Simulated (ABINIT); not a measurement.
Worked example: self-consistent single point of InSb (F-43m, 2 atoms in the cell) in ABINIT.

Computed with PBE, spin-orbit coupling, PAW (JTH v2.0 PBE PAW) (plane waves; ABINIT 10.0.3).

```
CELL_PARAMETERS angstrom
      0.00000     3.24000     3.24000
      3.24000     0.00000     3.24000
      3.24000     3.24000     0.00000
ATOMIC_POSITIONS crystal
  In 0.00000 0.00000 0.00000
  Sb 0.25000 0.25000 0.25000
```

Reference input (self-consistent single point, DFT, PBE, plane waves, PAW (JTH v2.0 PBE PAW)): pseudos = [In.GGA_PBE-JTH.xml, Sb.GGA_PBE-JTH.xml]; ecut = 20 Ha; pawecutdg = 40 Ha; occopt = 3; tsmear = 0.05 eV; ngkpt = 6 6 6; nshiftk = 1; shiftk = 0 0 0; potentials = JTH v2.0 PBE PAW; nband = 19; kptopt = 1; nstep = 50. This run's input differs from it in these lines:

```diff
@@ -17,6 +17,8 @@
 pawecutdg 40
+nspinor 2
+nspden 1
 occopt 3
 tsmear 0.05 eV
-nband 19
-kptopt 1
+nband 44
+kptopt 4
 ngkpt 6 6 6
```

Output (repeated stretches shortened):

```
--- !BeginCycle
solver: {iscf: 17, nstep: 50, nline: 4, wfoptalg: 10, }
tolerances: {toldfe: 1.00E-09, }
...

     iter   Etot(hartree)      deltaE(h)  residm     nres2
 ETOT  1  -138.23394317434    -1.382E+02 7.523E+00 8.489E+00
 ETOT  2  -140.68818607707    -2.454E+00 8.164E-02 7.346E+00
 ETOT  3  -140.67360751058     1.458E-02 7.019E-02 1.998E+00
 ETOT  4  -140.66627241481     7.335E-03 1.278E-02 1.519E-01
 ETOT  5  -140.66549965500     7.728E-04 5.160E-03 1.170E-02
   [... 4 lines left out ...]
 ETOT 10  -140.66561759862    -1.478E-09 1.900E-04 9.134E-08
 ETOT 11  -140.66561760088    -2.257E-09 1.265E-04 9.063E-09
 ETOT 12  -140.66561760121    -3.260E-10 8.178E-05 1.944E-09
 ETOT 13  -140.66561760131    -1.005E-10 6.632E-05 2.116E-10
 At SCF step   13, etot is converged :
  for the second time, diff in etot=  1.005E-10 < toldfe=  1.000E-09

 Cartesian components of stress tensor (hartree/bohr^3)
  sigma(1 1)= -9.37269788E-05  sigma(3 2)=  0.00000000E+00
  sigma(2 2)= -9.37269788E-05  sigma(3 1)=  0.00000000E+00
  sigma(3 3)= -9.37269788E-05  sigma(2 1)=  0.00000000E+00

 ----iterations are completed or convergence reached----

 reduced coordinates (array xred) for    2 atoms
       0.000000000000      0.000000000000      0.000000000000
       0.250000000000      0.250000000000      0.250000000000
 cartesian forces (eV/Angstrom) at end:
    1      0.00000000000000    -0.00000000000000     0.00000000000000
    2     -0.00000000000000     0.00000000000000    -0.00000000000000
 frms,max,avg= 3.6493805E-28 5.6535959E-28   0.000E+00  0.000E+00  0.000E+00 e/A
   [... lines left out ...]
 Fermi (or HOMO) energy (hartree) =   0.16663   Average Vxc (hartree)=  -0.31390
 Fermi (or HOMO) energy (eV) =   4.53427   Average Vxc (eV)=  -8.54160
   [... lines left out ...]
'-kT*entropy'       : -2.61891052538283E-05
total_energy        : -1.40665616949823E+02
total_energy_eV     : -3.82770609872537E+03
...

-Cartesian components of stress tensor (GPa)         [Pressure=  2.7575E+00 GPa]
- sigma(1 1)= -2.75754246E+00  sigma(3 2)=  0.00000000E+00
- sigma(2 2)= -2.75754246E+00  sigma(3 1)=  0.00000000E+00
- sigma(3 3)= -2.75754246E+00  sigma(2 1)=  0.00000000E+00

 Calculation completed.
```

The run converged in 13 iterations. 

The starting cell has typed, rounded lattice constants, without a prior relaxation at this level. The run gives no clean gap (levels at the Fermi energy touch, overlap or are partly filled at this smearing), which alone does not show that the compound is a metal.

These are the values that this program gave, and no reference: the one-centre exchange-correlation terms come from a truncated expansion.

Cost on one core of a shared machine: roughly 3 min.
